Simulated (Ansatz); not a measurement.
# TaN: pressure series

Base system: TaN in the rock salt structure (space group Fm-3m, No. 225; a = 4.396 Å).

Cell and atoms are relaxed at each pressure.

Calculations: r2SCAN (Ansatz, a first-principles code, PAW, no spin-orbit coupling), earlier PAW set.

```json
[
 {"P (GPa)": "-2.00", "V (Å³/atom)": "10.680"},
 {"P (GPa)": "-1.00", "V (Å³/atom)": "10.649"},
 {"P (GPa)": "1.79", "V (Å³/atom)": "10.565"},
 {"P (GPa)": "4.19", "V (Å³/atom)": "10.496"},
 {"P (GPa)": "9.00", "V (Å³/atom)": "10.364"},
 {"P (GPa)": "18.00", "V (Å³/atom)": "10.139"},
 {"P (GPa)": "30.00", "V (Å³/atom)": "9.874"},
 {"P (GPa)": "45.00", "V (Å³/atom)": "9.586"},
 {"P (GPa)": "59.99", "V (Å³/atom)": "9.336"}
]
```

Question: Fit a third-order Birch–Murnaghan equation of state.

Answer: Least squares on P(V) = (3B₀/2)[(V₀/V)^(7/3) − (V₀/V)^(5/3)]·[1 + (3/4)(B₀′ − 4)((V₀/V)^(2/3) − 1)] gives V₀ = 10.62 Å³/atom, B₀ = 352 GPa and B₀′ = 4.3.

Load acts through the strain it causes; cell and atoms are relaxed under it. Whether these cells are dynamically stable was not tested. Competing high-pressure phases were not computed. The final runs are not spin-polarised. This is not the structure that TaN has at room temperature and ambient pressure.
